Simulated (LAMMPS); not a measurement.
LAMMPS 22 Jul 2025, classical MD, Tersoff (SiC.tersoff): SiC, 21952 atoms.

```
Property                                                                                                                Value
-----------------------------------------------  ----------------------------------------------------------------------------
task                                                                                                                  MD, nve
potential                                                                                                Tersoff, SiC.tersoff
copies of the repeat unit                                                                                            14×14×14
shape (slab and sphere leave vacuum in the box)                                                                          slab
temperature                                                                                                             800 K
steps                                                                                                                    1500
timestep                                                                                                                 1 fs
neighbor skin                                                                                                             2 Å
neigh_modify                                                                                        every 1 delay 0 check yes
thermo                                                                                                                    100
processors                                                                                                              4 4 4
newton                                                                                                           on (default)
atom_modify sort (bins of 2 Å where set)                                                                       1000 (default)
comm_style                                                                                                    brick (default)
box                                              61.0 × 61.0 × 183.1 Å, the slab in its lowest third along z, the rest vacuum
start                                                                 generated zinc blende lattice, warmed in an untimed run
compared values                                                       energy and forces of the first step, drift over the run
```

Hardware: Arm Neoverse V2, 96 cores on 1 socket, no SMT, 1 L3 cache group.

Run on 64 ranks, it takes 3.0 s from launch to exit:

```bash
# ahead of the timed run: OMP_NUM_THREADS=1 mpirun -np 48 lmp -in in.warm -log none -nocite
OMP_NUM_THREADS=1 mpirun -np 64 lmp -in in.lmp -log log.lammps -nocite
```

From its output:

```
  using 1 OpenMP thread(s) per MPI task
  4 by 4 by 4 MPI processor grid
  21952 atoms
  master list distance cutoff = 5
  ghost atom cutoff = 5
Per MPI rank memory allocation (min/avg/max) = 2.961 | 3.087 | 3.169 Mbytes
71.6% CPU use with 64 MPI tasks x 1 OpenMP threads
...
Loop time of 2.76015 on 64 procs for 1500 steps with 21952 atoms

Performance: 46.954 ns/day, 0.511 hours/ns, 543.448 timesteps/s, 11.930 Matom-step/s
71.6% CPU use with 64 MPI tasks x 1 OpenMP threads

MPI task timing breakdown:
Section |  min time  |  avg time  |  max time  |%varavg| %total
---------------------------------------------------------------
Pair    | 0.00011651 | 0.86534    | 2.6511     | 113.2 | 31.35
Neigh   | 0          | 0          | 0          |   0.0 |  0.00
Comm    | 0.00024068 | 1.1732     | 2.6753     | 105.2 | 42.51
Output  | 0.00036229 | 0.0078736  | 0.029719   |  14.2 |  0.29
Modify  | 0.00016381 | 0.0034039  | 0.0096907  |   6.4 |  0.12
Other   |            | 0.7103     |            |       | 25.73

Nlocal:            343 ave        1032 max           0 min
Histogram: 32 0 0 16 0 0 0 0 0 16
Nghost:         819.25 ave        2131 max           0 min
Histogram: 16 16 0 5 11 0 0 0 0 16
Neighs:              0 ave           0 max           0 min
Histogram: 64 0 0 0 0 0 0 0 0 0
FullNghs:      15312.4 ave       47023 max           0 min
Histogram: 32 0 1 15 0 0 0 0 0 16

Total # of neighbors = 979992
Ave neighs/atom = 44.642493
Neighbor list builds = 0
Dangerous builds = 0
```

Each time is the median wall time of two to five repeats, run one at a time on the otherwise empty machine; start-up is included. Unless noted, each process is bound to its own block of adjacent cores. The times hold for this build (PyPI wheel: MPICH, OPENMP and OPT packages). Scratch files lie in a memory file system. A preparatory run goes ahead and isn't timed.

Read the timing block: which change would cut the largest part, on the same cores and with the result kept within 1.0 meV/atom in energy, 10 meV/Å in forces on 48 atoms, 0.20 meV an atom in drift of the total energy?

The largest part is communication and waiting (Comm), 39 % of the time from launch to exit. One change that relieves it (others may too): going from processors = 4 4 4 to processors = * * 1, one of the fastest among the values tried that keep the result: 3.0 s to 1.2 s (2.5× as fast). The largest move is in communication and waiting (Comm): 1.2 s to 0.098 s. The slowest rank's pair time is 3.06 times the mean in the first run and 1.05 times in the second; the others wait. What the program resolved moves too: grid of ranks from 4 by 4 by 4 to 8 by 8 by 1. These two results differ by: energy equal as printed, forces on 48 atoms equal as printed, drift of the total energy under 0.001 meV an atom. Others tried: processors = 8 8 1 (1.2 s); processors = 64 1 1 (1.5 s); processors = * * * (default) (3.0 s); processors = 1 1 64 (3.5 s).
